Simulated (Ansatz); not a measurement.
What strain tensor (xx, yy, zz, yz, xz, xy) = (−0.29, −0.12, −0.29, +1.31, +0.63, +0.47) % does to PtGe

The reference is PtGe (space group Pnma, No. 62; a = 5.772 Å, b = 3.713 Å, c = 6.129 Å). Axes: x, y, z lie along a, b, c of the conventional cell.

Modification: strain tensor (xx, yy, zz, yz, xz, xy) = (−0.29, −0.12, −0.29, +1.31, +0.63, +0.47) %; the atoms relax in the strained cell.

Level of theory: r2SCAN (Ansatz, an electronic-structure program), no spin-orbit coupling. Γ-centred 8×13×8 mesh, Fermi–Dirac width 0.05 eV.

- Volume per atom = 16.30 Å³ (base 16.42 Å³)
- Space group = P-1 (No. 2) (base Pnma (No. 62))
- Shortest interatomic distance = 246.6 pm (base 248.0 pm)
- Energy relative to the base (free energy F) = +4.0 meV/atom
- Pressure (mean of the normal stresses, compression positive) = 1.3 GPa (base 0.0 GPa)
- Band gap = zero (base zero)
- Stress (xx, yy, zz, yz, xz, xy; compression positive) = (1.2, 1.2, 1.3, -2.0, -1.1, -0.6) GPa (rough)

Final structure:

```yaml
crystal:
  lattice:
    - [5.75505, 0.02684, 0.03636]
    - [0.01727, 3.70857, 0.04846]
    - [0.03861, 0.07998, 6.11098]
  atoms:
    - { symbol: Pt, position: [0.99745, 0.24790, 0.19246] }
    - { symbol: Pt, position: [0.49741, 0.25178, 0.30654] }
    - { symbol: Pt, position: [0.00255, 0.75210, 0.80754] }
    - { symbol: Pt, position: [0.50259, 0.74822, 0.69346] }
    - { symbol: Ge, position: [0.18578, 0.25531, 0.58726] }
    - { symbol: Ge, position: [0.68669, 0.24349, 0.91286] }
    - { symbol: Ge, position: [0.81422, 0.74469, 0.41274] }
    - { symbol: Ge, position: [0.31331, 0.75651, 0.08714] }
```

Cost of the whole job for the changed cell (relaxation, final SCF and bands): very roughly 28 core-minutes.

Without a gap, meshes like the base's 8×13×8 leave anisotropic stresses uncertain by several tenths of a GPa, and small strain energies with them. Whether these cells are dynamically stable was not tested. All final runs are without spin polarisation.
